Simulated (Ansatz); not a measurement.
Ansatz (a program for electronic structure) run on the (001) slab of BaTiO3 (cut from a parent of space group no. 221; 10 atoms in the cell): self-consistent single point.

Method of the run: PBE (plane waves, PAW; Ansatz).

The change in words: vacuum of 12 angstrom (first run: 14 Å). Reference geometry:
```yaml
crystal:
  lattice:
    - [4.01200, 0.00000, 0.00000]
    - [0.00000, 4.01200, 0.00000]
    - [0.00000, 0.00000, 20.01800]
  atoms:
    - { symbol: Ba, position: [0.00000, 0.00000, 0.44989] }
    - { symbol: Ti, position: [0.50000, 0.50000, 0.34969] }
    - { symbol: O, position: [0.50000, 0.00000, 0.34969] }
    - { symbol: O, position: [0.00000, 0.50000, 0.34969] }
    - { symbol: O, position: [0.50000, 0.50000, 0.44989] }
    - { symbol: Ba, position: [0.00000, 0.00000, 0.65031] }
    - { symbol: Ti, position: [0.50000, 0.50000, 0.55010] }
    - { symbol: O, position: [0.50000, 0.00000, 0.55010] }
    - { symbol: O, position: [0.00000, 0.50000, 0.55010] }
    - { symbol: O, position: [0.50000, 0.50000, 0.65031] }
```

Reference input (self-consistent single point, DFT, PBE, plane waves, default PAW files): basis.ecutwfc = 420 eV; kpoints.mp_grid.grid = 6 6 1; hamiltonian.xc = pbe; hamiltonian.pseudopotentials = {kind: paw} (the program's default PAW files); scf.occupations.method = fermi_dirac; scf.occupations.width = 0.01 eV. This run's input differs from it in these lines:

Ansatz 0.2 input:
```diff
@@ -4,14 +4,14 @@
     - [0.000000, 4.012000, 0.000000]
-    - [0.000000, 0.000000, 20.018004]
+    - [0.000000, 0.000000, 18.018013]
   atoms:
-    - { symbol: Ba, position: [0.000000, 0.000000, 0.449895] }
-    - { symbol: Ti, position: [0.500000, 0.500000, 0.349685] }
-    - { symbol: O, position: [0.500000, 0.000000, 0.349685] }
-    - { symbol: O, position: [0.000000, 0.500000, 0.349685] }
-    - { symbol: O, position: [0.500000, 0.500000, 0.449895] }
-    - { symbol: Ba, position: [0.000000, 0.000000, 0.650315] }
-    - { symbol: Ti, position: [0.500000, 0.500000, 0.550105] }
-    - { symbol: O, position: [0.500000, 0.000000, 0.550105] }
-    - { symbol: O, position: [0.000000, 0.500000, 0.550105] }
-    - { symbol: O, position: [0.500000, 0.500000, 0.650315] }
+    - { symbol: Ba, position: [0.000000, 0.000000, 0.444333] }
+    - { symbol: Ti, position: [0.500000, 0.500000, 0.333000] }
+    - { symbol: O, position: [0.500000, 0.000000, 0.333000] }
+    - { symbol: O, position: [0.000000, 0.500000, 0.333000] }
+    - { symbol: O, position: [0.500000, 0.500000, 0.444333] }
+    - { symbol: Ba, position: [0.000000, 0.000000, 0.667000] }
+    - { symbol: Ti, position: [0.500000, 0.500000, 0.555667] }
+    - { symbol: O, position: [0.500000, 0.000000, 0.555667] }
+    - { symbol: O, position: [0.000000, 0.500000, 0.555667] }
+    - { symbol: O, position: [0.500000, 0.500000, 0.667000] }
 basis:
```

Output, abridged:

```
SCF iter   1: F=—  HF=-20317.098618 eV  |F-HF|=—  |Δ(HF+E_count)|=         —  Δρ=2.25e-3  dr2=1.07e-1  ethr=1.77e-3  ⟨swp⟩=7.5  Hψ=2233  notcnv=0
all-band conjugate gradients solve this SCF's bands
preconditioner: auto → Resta (q_TF=auto, 2.201 Å⁻¹)
SCF iter   2: F=—  HF=-20317.086444 eV  |F-HF|=—  |Δ(HF+E_count)|=   1.22e-2  Δρ=1.98e-3  dr2=2.22e-2  ethr=1.34e-4  ⟨swp⟩=3.2  Hψ=784  notcnv=0  defer=20
   [... lines left out ...]
SCF iter   7: F=—  HF=-20317.082386 eV  |F-HF|=—  |Δ(HF+E_count)|=   7.14e-4  Δρ=6.90e-5  dr2=1.55e-5  ethr=7.42e-8  ⟨swp⟩=2.0  Hψ=907  notcnv=0  defer=20
SCF iter   8: F=—  HF=-20317.082385 eV  |F-HF|=—  |Δ(HF+E_count)|=   1.01e-6  Δρ=2.49e-5  dr2=2.09e-6  ethr=1.94e-8  ⟨swp⟩=2.0  Hψ=735  notcnv=0  defer=20
SCF iter   9: F=—  HF=-20317.082386 eV  |F-HF|=—  |Δ(HF+E_count)|=   8.07e-7  Δρ=8.20e-6  dr2=1.87e-7  ethr=2.61e-9  ⟨swp⟩=2.0  Hψ=697  notcnv=0  defer=20
SCF iter  10: F=-20317.082386 eV  HF=-20317.082386 eV  |F-HF|=2.24e-9  |Δ(HF+E_count)|=   2.74e-8  Δρ=2.78e-6  dr2=1.90e-8  ethr=1.25e-10  ⟨swp⟩=14.3  Hψ=2665  notcnv=0
SCF 1 converged in 10 iterations: F = -20317.082386 eV  dr2 = 1.90e-8
Free energy (F): -20317.082386 eV
Internal energy: -20317.082386 eV  (E = F + TS)
E sigma→0 (E₀):  -20317.082386 eV
Fermi energy:    3.422093 eV
--- Forces (eV/Å), atoms counted from 1 ---
  atom   1  Ba    -0.00000000     0.00000000    -0.78632026
  atom   2  Ti     0.00000000     0.00000000     2.52613328
  atom   3  O      0.00000000     0.00000000    -0.57461496
  atom   4  O     -0.00000000     0.00000000    -0.57461496
  atom   5  O      0.00000000     0.00000000    -1.15566597
  atom   6  Ba     0.00000000     0.00000000    -0.47408813
  atom   7  Ti     0.00000000     0.00000000     1.36851429
  atom   8  O      0.00000000     0.00000000     0.15250546
  atom   9  O     -0.00000000     0.00000000     0.15250546
  atom  10  O      0.00000000     0.00000000    -0.63442823
--- Stress (GPa, compression-positive) ---
       -3.194069       0.000000      -0.000000
        0.000000      -3.194069       0.000000
       -0.000000       0.000000      -2.159655
  P = ⅓ Tr σ = -2.8493 GPa (-28.493 kbar)
  The stress holds the Pulay correction. Without it, at fixed plane waves, as pw.x and ABINIT print it: P = -3.0937 GPa
```

The run converged in 10 iterations. Against the reference run the free energy hardly moves (within 1 meV/atom), the largest force goes from 2.492 to 2.526 eV/Å and the gap on the mesh goes from 1.065 to 1.090 eV.

The starting cell has typed, rounded lattice constants, without a prior relaxation at this level. The slab is cut from that crystal, and its faces are unrelaxed. Its lattice was rescaled by up to half a per cent. Spin polarisation is off, though cut faces can carry moments; a gap of a slab can lie between surface states. The two faces of this cut differ, and no dipole correction was used. Forces in this geometry exceed 1 eV/Å.
